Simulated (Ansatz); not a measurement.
The starting structures come from a database of crystals and need not be the phases stable at ambient conditions.

Data:

```
InP
1.0
    4.16811     0.00000     0.00000
   -2.08406     3.60969     0.00000
    0.00000     0.00000     6.83999
In P
2 2
Cartesian
  2.08405   1.20323   3.42136
  0.00000   2.40646   0.00137
  2.08405   1.20323   5.98362
  0.00000   2.40646   2.56363
```

Space group of this cell: P6_3mc, wurtzite. The cell is taken as given.

Level of theory: r2SCAN (plane waves, PAW; Ansatz, a first-principles code).

The current runs along the normal of the first two printed vectors; no spin-orbit coupling. Scaled by the factor s: both lengths across the current (ions clamped). Meshes 12×12×6 and 12×12 across the current in all rows.

```csv
s,mean pressure (GPa),slowest mid-gap decay constant κ (1/Å)
0.98,3.2,?
1.00,0.1,0.073
1.02,-2.3,0.061
```

Question: Take the slope of the slowest mid-gap decay constant κ against ln s from the two given rows, extrapolate to s = 0.98, and say what the run there gives.

Answer: Slope = (0.061 − 0.073) / ln 1.02 = -0.606 1/Å. The line gives 0.073 + (-0.606) × ln 0.98 = 0.085 1/Å. The run gives 0.082 1/Å, 0.003 1/Å under the line, 26 % of the predicted step.
